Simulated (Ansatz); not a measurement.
## Al3Sc: energy against volume

Al3Sc (L1_2, Pm-3m, 16.885 Å³/atom and stress up to 0.01 GPa in the relaxed cell, cube axes along x, y and z) under an equal strain ε along all three axes. PBEsol in Ansatz, a plane-wave DFT program (PAW, default set), 420 eV, 14×14×14 Γ-centred mesh, Fermi-Dirac smearing 0.10 eV; ions are relaxed, or left where forces stay under 0.02 eV/Å, within the symmetry of each cell.

Here V stands for volume and E for E less E0.

```csv
volume (Å³/atom),E less E0 (meV/atom),pressure (GPa)
15.4109,?,?
15.9899,14.52,5.56
16.2848,6.25,3.56
16.5833,1.47,1.71
16.8854,0.00,0.00
17.1912,1.65,-1.58
17.5006,6.26,-3.04
17.8137,13.67,-4.38
```

Taking the third-order Birch-Murnaghan form, a cubic in V^(-2/3) for E over the 7 complete rows: With u = V^(-2/3) - 0.152, the rows have u = 0.005556, 0.003649, 0.001775, -0.000065, -0.001872, -0.003646, -0.005390. Least squares gives E = -0.005 - 4.4·u + 470581·u² + 132462·u³. Residuals (row less fit): 0.000, -0.001, -0.001, 0.003, -0.001, 0.000, 0.001; standard error 0.002 (degrees of freedom: 3). Its minimum lies at u = 0.000005, so V0 = (0.152005)^(-3/2) = 16.87. There d²E/du² = 941200 and d³E/du³ = 794800, so B0 = (4/9) × 16.87^(-7/3) × 941200 × 0.160218 = 91.8 GPa (the last factor turns the table's units into GPa), and B0' = 4 + (2/3) × 0.152005 × (794800)/941200 = 4.1. B0' rests on the cubic coefficient alone and has a standard error of 0.1 from these residuals.

**Question.** Estimate the missing E (V = 15.4109); what did the run itself give?

**Answer.** u = 0.009478, so E = -0.005 - 4.4 × 0.009478 + 470581 × 0.009478² + 132462 × 0.009478³ = 42.340 meV/atom. The calculation gives 42.31 meV/atom, 0.030 meV/atom below the prediction (0.1 % of the range of E in the table). The row lies outside the fitted rows, so this is an extrapolation. The scatter of the fitted rows lies at the last printed digit.

In a metal these values are sensitive to mesh and smearing; energies are taken to zero smearing, stresses follow the free energy. The runs aren't spin-polarised. Other structures, which can take over under pressure, weren't tried. The same form fitted to the pressure column gives B0' = 4.1; series where the two differ by over 0.4 aren't shown. Rows are the converged runs of the series near zero and its far end, less any whose ions stayed unrelaxed beside relaxed ones; series whose fitted rows scatter by over a few per cent of the range, as at a crossing or softening among them, aren't shown in this form.
